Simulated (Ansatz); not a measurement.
## SiO2, pressure series

Base system: SiO2 (space group P3_121, No. 152; a = 4.948 Å, c = 5.441 Å).

Cell and atoms are relaxed at each pressure.

Calculations: Ansatz (an electronic-structure program), PBEsol, PAW, cutoff 420 eV, no SOC, earlier PAW set.

Notes on the quantities. enthalpy: H = E + PV relative to the base's energy.

```csv
variant,band gap,enthalpy,lattice parameter a,electron mass
base,5.72 eV,–,4.948 Å,0.50 mₑ (at Γ)
pressure −2 GPa,5.51 eV,-0.17 eV/atom,5.094 Å,0.52 mₑ (at Γ)
pressure −1 GPa,___,-0.08 eV/atom,5.013 Å,0.51 mₑ (at Γ)
pressure 3 GPa,5.92 eV,+0.23 eV/atom,___,0.48 mₑ (at Γ)
pressure 30 GPa,___,+1.92 eV/atom,___,–
```

Question: Some entries are withheld; estimate them.

Answer: 
- pressure −1 GPa, band gap: 5.64 eV
- pressure 3 GPa, lattice parameter a: 4.811 Å
- pressure 30 GPa, band gap: 6.69 eV
- pressure 30 GPa, lattice parameter a: 4.254 Å

Load acts through the strain it causes; cell and atoms are relaxed under it. Masses are band curvatures over ±0.01 Å⁻¹ around the edge. Whether these cells are dynamically stable was not tested. No other phases were tried under pressure.
